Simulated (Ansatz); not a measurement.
Base system: PbSe in the rock salt structure (space group Fm-3m, No. 225; a = 6.1777 Å). Axes: x, y, z lie along the cube axes.

The values are results of r2SCAN, PAW, 500 eV (Ansatz, an electronic-structure program; no spin-orbit coupling), earlier PAW set, not measurements.

The change: the cell is compressed by 1.03 % along y with no lateral relaxation, atoms relaxed at fixed cell.

**Question.** Predict the stress tensor and what it implies for the stiffness.

**Answer.** Stress of the strained cell less that of the base (GPa, compression positive):
```
   0.14    0.00    0.00
   0.00    1.41    0.00
   0.00    0.00    0.14
```

Then −Δσ_ii/ε with ε = -0.0103 gives relaxed-ion elastic constants: C22 ≈ 137 GPa.

Whether these cells are dynamically stable was not tested.
